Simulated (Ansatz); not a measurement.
The reference is SnSe2 in the CdI2 type structure (space group P-3m1, No. 164; a = 3.826 Å, c = 6.231 Å; layered, stacked along the Cartesian z axis). Axes: x lies along a and z along c of the hexagonal cell.

All numbers come from r2SCAN+rVV10 (Ansatz, a program for electronic structure; PAW; 500 eV plane waves; without spin-orbit coupling).

Strains are applied to the cell and any free atomic positions relax; under stress the whole cell relaxes.

One change was made to it. Results:

```csv
quantity,base,after
band gap,0.94 eV,0.75 eV
energy relative to the base (free energy F),0 meV/atom,+5.6 meV/atom
```

### Question
Name the change that was made.
(A) uniaxial stress, 0.5 GPa compression along z
(B) uniaxial stress, 2 GPa compression along x
(C) uniaxial strain ε_xx = +2.95 %
(D) tensor shear ε_xy = +1.12 %
(E) strain tensor (xx, yy, zz, yz, xz, xy) = (−1.23, −0.72, −0.49, −0.86, −0.48, −1.39) %

### Answer
E, strain tensor (xx, yy, zz, yz, xz, xy) = (−1.23, −0.72, −0.49, −0.86, −0.48, −1.39) %. For comparison, the energy relative to the base in the other runs: uniaxial strain ε_xx = +2.95 % gives +7.4 meV/atom; uniaxial stress, 2 GPa compression along x gives +3.0 meV/atom; tensor shear ε_xy = +1.12 % gives +1.7 meV/atom; uniaxial stress, 0.5 GPa compression along z gives +0.7 meV/atom.

Stability under load was not tested beyond the relaxation.
